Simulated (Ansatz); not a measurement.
Cells marked so need not be the phases stable at ambient conditions, and some may be hypothetical.

The gap is the functional's own. No spin-orbit coupling. Mid-gap values are interpolated on the energy grid.

A. Ca2FeH6 (Fm-3m, not sure to be the ambient phase, 9 atoms a cell, 9.5 Å³ an atom), along the normal of (111)
B. BaCdAsF (P4/nmm, not sure to be the ambient phase, 8 atoms a cell, 24.3 Å³ an atom, -2 GPa at this level), along the normal of (110)
C. SrZnCl4 (I4_1/a, not sure to be the ambient phase, 12 atoms a cell, 25.4 Å³ an atom), along the normal of (001)
D. SrP (P-62m, not sure to be the ambient phase, 12 atoms a cell, 28.5 Å³ an atom), along the normal of (001)

Question: Rank these by mid-gap decay constant of the slowest evanescent state (highest first), as r2SCAN in Ansatz (an electronic-structure program) gives it.

Answer: A (0.45 1/Å), C (0.38 1/Å), B (0.15 1/Å), D (0.11 1/Å)
